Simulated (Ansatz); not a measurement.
Consider BN in the h-BN type structure (space group P6_3/mmc, No. 194; a = 2.501 Å, c = 6.526 Å; layered, stacked along the Cartesian z axis).

Now apply this change: cell and atoms relaxed at a pressure of 3 GPa.

The values are results of r2SCAN+rVV10 (Ansatz, a first-principles code), without spin-orbit coupling, not measurements.

Base, band edges from the VBM (valence, conduction): K -0.14, 5.51; H -0.04, 5.24; M -0.44, 4.74; L -0.97, 5.24; A -1.36, 8.22; Γ -1.34, 5.61 eV.

Q: Give the band edges at the high-symmetry points of the new zone, measured from its valence-band maximum.

A: 
| point | valence edge (eV) | conduction edge (eV) |
|---|---|---|
| Γ | -1.35 | 6.10 |
| M | -0.36 | 4.65 |
| K | -0.28 | 5.64 |
| A | -1.39 | 9.05 |
| L | -1.04 | 5.20 |
| H | -0.10 | 5.19 |

The gap is 4.65 eV, indirect, K–Γ (14 % along) → M.

Load acts through the strain it causes; cell and atoms are relaxed under it. Gaps are read on the SCF mesh and a high-symmetry path. No phonon test of stability was made.
